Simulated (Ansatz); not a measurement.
Base system: BAs in the zinc blende structure (space group F-43m, No. 216; a = 4.768 Å).

The values are results of PBEsol in Ansatz (plane waves to 420 eV, PAW, no spin-orbit coupling), not measurements.

Before the change:

| Item | Result |
|---|---|
| Smallest direct gap | 3.25 eV |
| Band gap | 1.08 eV |
| Pressure | 0.0 kbar |
| Width of the top valence band | 5.27 eV |

One thing is altered: the cell is scaled by 0.9794 in all directions; the atoms relax in the strained cell.

**Question.** What happens to the smallest direct gap, band gap, energy relative to the base, pressure and width of the top valence band?

**Answer.** The smallest direct gap grows by 0.08 eV (3.25 eV → 3.33 eV); the band gap falls by 0.06 eV to 1.02 eV; the energy rises by 24 meV/atom; the pressure goes from zero to 99.6 kbar; the width of the top valence band increases by 0.38 eV, from 5.27 eV to 5.65 eV.

No phonon test of stability was made.

Ansatz is an electronic-structure program.
